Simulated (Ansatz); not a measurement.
A user runs Ansatz (a first-principles code) on RbBiO3 (R3c, 10 atoms in the cell) and asks whether the run is sound. The aim is a self-consistent single point with DFT, PBEsol, plane waves, default PAW files made with PBE.

This input was run:

Ansatz 0.2 input:
```yaml
crystal:
  lattice:
    - [3.06379400, 1.76888300, 5.39414900]
    - [-3.06379400, 1.76888300, 5.39414900]
    - [0.00000000, -3.53776500, 5.39414900]
  atoms:
    - { symbol: Rb, position: [0.28750000, 0.28750000, 0.28750000] }
    - { symbol: Rb, position: [0.78750000, 0.78750000, 0.78750000] }
    - { symbol: Bi, position: [0.01280000, 0.01280000, 0.01280000] }
    - { symbol: Bi, position: [0.51280000, 0.51280000, 0.51280000] }
    - { symbol: O, position: [0.74643000, 0.14093000, 0.36263000] }
    - { symbol: O, position: [0.36263000, 0.74643000, 0.14093000] }
    - { symbol: O, position: [0.14093000, 0.36263000, 0.74643000] }
    - { symbol: O, position: [0.86263000, 0.64093000, 0.24643000] }
    - { symbol: O, position: [0.24643000, 0.86263000, 0.64093000] }
    - { symbol: O, position: [0.64093000, 0.24643000, 0.86263000] }
basis:
  ecutwfc: 40
kpoints:
  mp_grid: { grid: [5, 5, 5] }
hamiltonian:
  xc: pbesol
  pseudopotentials: { kind: paw }
scf:
  occupations: { method: gaussian, width: 0.02 Ry }
output:
  forces: true
  eigenvalues: true
  stress: true
```

Log, with long lists cut:

```
WARN basis.ecutwfc = 40 eV is below the records' recommended cutoff, and the density's cutoff is lower with it unless basis.ecutrho_ratio is high enough to …
   [... lines left out ...]
Bands: 52, of which v1, the nominal top of the filled ones, is band 42 counted from 1 (41 counted from 0)
Symmetry: 6 space group operations
Space group: R3c (ITA 161), of the structure as read, at distance tolerance 5.6e-5 Å
k-points: 19 of 125 (time reversal used)
PAW frozen core: Rb, regenerated for the run's functional, and the local potential with it
PAW frozen core: Bi, regenerated for the run's functional, and the local potential with it
PAW frozen core: O, regenerated for the run's functional, and the local potential with it
Initial density: superposition of atomic densities (neutral atoms: chi_scale 0, normalization atom), corrected by the library's trained network
Initial wavefunctions: pseudopotential atomic-orbital guess
Eigensolver: davidson
Functional: x = pbesol(κ = 0.804, μ = 0.12345679012345678), c = pbesol(β = 0.046)
SCF iter   1: F=—  HF=-33155.422699 eV  |F-HF|=—  |Δ(HF+E_count)|=         —  Δρ=8.79e-1  dr2=1.59e3  ethr=1.77e-3  ⟨swp⟩=1.0  Hψ=1920  notcnv=0
all-band conjugate gradients solve this SCF's bands
preconditioner: auto → LDOS
SCF iter   2: F=—  HF=-32305.142439 eV  |F-HF|=—  |Δ(HF+E_count)|=    8.50e2  Δρ=9.34e-2  dr2=2.38e1  ethr=1.77e-3  ⟨swp⟩=6.0  Hψ=5334  notcnv=0  defer=30
   [... lines left out ...]
SCF iter   7: F=—  HF=-32291.198382 eV  |F-HF|=—  |Δ(HF+E_count)|=   2.01e-4  Δρ=4.23e-5  dr2=7.55e-6  ethr=5.14e-7  ⟨swp⟩=2.0  Hψ=1294  notcnv=0  defer=37
SCF iter   8: F=—  HF=-32291.197585 eV  |F-HF|=—  |Δ(HF+E_count)|=   7.97e-4  Δρ=9.66e-6  dr2=2.07e-7  ethr=8.99e-9  ⟨swp⟩=2.0  Hψ=1666  notcnv=0  defer=37
SCF iter   9: F=-32291.197585 eV  HF=-32291.197585 eV  |F-HF|=3.98e-9  |Δ(HF+E_count)|=   6.98e-9  Δρ=2.18e-6  dr2=1.20e-8  ethr=1.19e-10  ⟨swp⟩=13.4  Hψ=4416  notcnv=0
SCF 1 converged in 9 iterations: F = -32291.197585 eV  dr2 = 1.20e-8
Free energy (F): -32291.197585 eV
Internal energy: -32291.053889 eV  (E = F + TS)
E sigma→0 (E₀):  -32291.125737 eV
Entropy (-TS):   -0.143696 eV (-14.370 meV/atom)
Fermi energy:    18.209506 eV
--- Forces (eV/Å), atoms counted from 1 ---
  atom   1  Rb    -0.00000000     0.00000022     7.16037647
  atom   2  Rb     0.00000000     0.00000022     7.16037647
  atom   3  Bi    -0.00000000    -0.00000085   -27.51139272
  atom   4  Bi     0.00000000    -0.00000085   -27.51139272
  atom   5  O    -10.96982138   -13.32379504     6.78451114
  atom   6  O     17.02365585    -2.83824616     6.78451081
  atom   7  O     -6.05383447    16.16204183     6.78451023
   [... lines left out ...]
--- Stress (GPa, compression-positive) ---
     -648.464789      -0.000000       0.000000
        0.000000    -648.464789      -0.000001
        0.000000      -0.000001    -695.039169
  P = ⅓ Tr σ = -663.9896 GPa (-6639.896 kbar)
  The stress holds no Pulay correction (an occupied level lies too near the plane-wave cutoff): it is that at fixed plane waves, as pw.x and ABINIT print it
```

### Question
Is this run sound? If not, what is wrong?

### Answer
The run is not sound. The fault is this: a cutoff meant in Ry typed as a bare number, read as eV. A bare number is read in the key's own unit, and eV, Ry (13.6 eV) and Ha (27.2 eV) lie far apart, so the setting ends up far from the one that was meant. To fix it, convert the value to the unit that the key expects. The run converged in 9 iterations without an error; against the sound input the free energy goes up by 198 eV/atom, the pressure goes from -5.45 to -664.0 GPa and the largest force goes from 1.547 to 27.51 eV/Å.

The sound input it was made from differs as follows (other fixes are possible):
```diff
-basis:
-  ecutwfc: 40
```

With that input, the run converged in 7 iterations: free energy E − TS (on the zero of these files) -34275.6402 eV; pressure -5.45 GPa; largest force (vector length) 1.547 eV/Å (DFT, PBEsol, plane waves, default PAW files made with PBE).

On the sound input: the starting cell was generated: these elements placed on a structure prototype, without a prior relaxation; it need not be a known phase or ordering of this composition. Spin-orbit coupling is off. With a pressure of about -5 GPa the cell is away from its equilibrium volume at this level. Forces in this geometry exceed 1 eV/Å. Ansatz's pressure includes its estimate of the finite-basis (Pulay) stress. A gap is left out here, as mesh or smearing make it unsure.
